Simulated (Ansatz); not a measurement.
**Response to strain in PbTe**

The parent structure is PbTe in the rock salt structure (space group Fm-3m, No. 225; a = 6.569 Å).

Strains are applied to the cell and any free atomic positions relax.

The values are results of PBE (Ansatz, a program for electronic structure), no SOC, not measurements.

Notes on the quantities. energy relative to the base: free energy F.

```json
[
 {"variant": "base", "energy relative to the base": "0 meV/atom", "width of the top valence band": "2.52 eV", "electron mass": "0.31 mₑ along k, 0.11 mₑ across (at L)"},
 {"variant": "isotropic strain −3.00 %", "energy relative to the base": "+38 meV/atom", "width of the top valence band": "3.07 eV", "electron mass": "0.25 mₑ along k, 0.10 mₑ across (at L)"},
 {"variant": "isotropic strain −2.00 %", "energy relative to the base": "+16 meV/atom", "width of the top valence band": "2.88 eV", "electron mass": "0.27 mₑ along k, 0.10 mₑ across (at L)"},
 {"variant": "isotropic strain −1.00 %", "energy relative to the base": "+3.9 meV/atom", "width of the top valence band": "[?]", "electron mass": "0.29 mₑ along k, 0.10 mₑ across (at L)"},
 {"variant": "isotropic strain −0.50 %", "energy relative to the base": "+1.0 meV/atom", "width of the top valence band": "[?]", "electron mass": "0.30 mₑ along k, 0.11 mₑ across (at L)"},
 {"variant": "isotropic strain +0.50 %", "energy relative to the base": "+1.0 meV/atom", "width of the top valence band": "2.44 eV", "electron mass": "0.31 mₑ along k, 0.11 mₑ across (at L)"},
 {"variant": "isotropic strain +1.00 %", "energy relative to the base": "+3.7 meV/atom", "width of the top valence band": "2.36 eV", "electron mass": "0.32 mₑ along k, 0.11 mₑ across (at L)"},
 {"variant": "isotropic strain +2.00 %", "energy relative to the base": "[?]", "width of the top valence band": "2.20 eV", "electron mass": "[?]"},
 {"variant": "isotropic strain +2.50 %", "energy relative to the base": "+22 meV/atom", "width of the top valence band": "2.13 eV", "electron mass": "0.34 mₑ along k, 0.11 mₑ across (at L)"},
 {"variant": "isotropic strain +3.00 %", "energy relative to the base": "+31 meV/atom", "width of the top valence band": "2.06 eV", "electron mass": "0.35 mₑ along k, 0.11 mₑ across (at L)"}
]
```

Fill in the withheld entries from the trend.


- isotropic strain −1.00 %, width of the top valence band: 2.69 eV
- isotropic strain −0.50 %, width of the top valence band: 2.60 eV
- isotropic strain +2.00 %, energy relative to the base: +14 meV/atom
- isotropic strain +2.00 %, electron mass: 0.33 mₑ along k, 0.11 mₑ across (at L)

Spin-orbit coupling, missing from the scalar runs, can matter with Pb and Te. The levels and masses belong to the bands next to the band gap. Masses are band curvatures over ±0.01 Å⁻¹ around the edge. Along k means along the line from Γ to the band edge. Whether these cells are dynamically stable was not tested.
